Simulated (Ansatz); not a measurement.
Start from Nb in the bcc (W type) structure (space group Im-3m, No. 229).

```
CELL_PARAMETERS angstrom
     -1.63563     1.63563     1.63563
      1.63563    -1.63563     1.63563
      1.63563     1.63563    -1.63563
ATOMIC_POSITIONS crystal
  Nb 0.00000 0.00000 0.00000
```

Cartesian axes are those of the cell as printed.

All numbers come from Ansatz (an electronic-structure program) PBEsol, no SOC.

Strains are applied to the cell and any free atomic positions relax; under biaxial strain the out-of-plane vector relaxes too.

One change was made to it. Results:

| quantity | base | after |
|---|---|---|
| energy relative to the base (free energy F) | 0 meV/atom | +23 meV/atom |
| pressure | 0.0 GPa | -8.0 GPa |

Q: Name the change that was made.
(A) isotropic strain +1.62 %
(B) biaxial strain −0.59 %, plane normal [001], relaxed out of plane
(C) tensor shear ε_xz = +2.53 %
(D) isotropic strain +2.07 %
(E) tensor shear ε_xy = −2.03 %

A: A, isotropic strain +1.62 %. For comparison, the energy relative to the base in the other runs: isotropic strain +2.07 % gives +36 meV/atom; tensor shear ε_xz = +2.53 % gives +2.4 meV/atom; biaxial strain −0.59 %, plane normal [001], relaxed out of plane gives +1.0 meV/atom; tensor shear ε_xy = −2.03 % gives +1.7 meV/atom.

Without a gap, meshes like the base's 20×20×20 leave anisotropic stresses uncertain by several tenths of a GPa, and small strain energies with them. Stability against distortions was not tested. All final runs are without spin polarisation.
